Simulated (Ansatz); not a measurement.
# zinc-blende BP: the defect P vacancy + 1 H

Computed with PBE, PAW (plane waves to 420 eV; Ansatz, a program for electronic structure). A 2×2×2 supercell of 64 sites was used; the energies come from a 2×2×2 shifted sampling of its zone. Sites at the start: the P site; 1 H on the vacancy's neighbours. Finite-size correction: monopole term and site-potential alignment. Dielectric constants: PBE linear response of the host. Host gap at this level: 1.25 eV. These values are not converged in cell size to better than tenths of an eV. The semilocal functional narrows the gap, so deep levels can fall outside it. Spin–orbit coupling is left out. Each state is the lowest found from its start.

| charge | moment (μB) | largest move off a lattice site (Å) | image correction with alignment (eV) |
|---|---|---|---|
| +2† | not spin-polarised | 0.35 | 0.13 |
| +1† | fractional | 0.27 | -0.13 |
| 0† | not spin-polarised | 0.17 | 0.00 |
| −1† | fractional | 0.15 | 0.51 |

† Not settled in this cell, so no level is given: charge +2: level within 0.1 eV of a band edge or past it; charge +1: fractional moment, a level filled in part; charge 0: no spin-polarised start tried; charge −1: fractional moment, a level filled in part, level within 0.1 eV of a band edge or past it.

Starting moments that weren't kept: charge +1 began with 1 μB and ended with 0.5; charge −1 began with 1 μB and ended with 0.5.
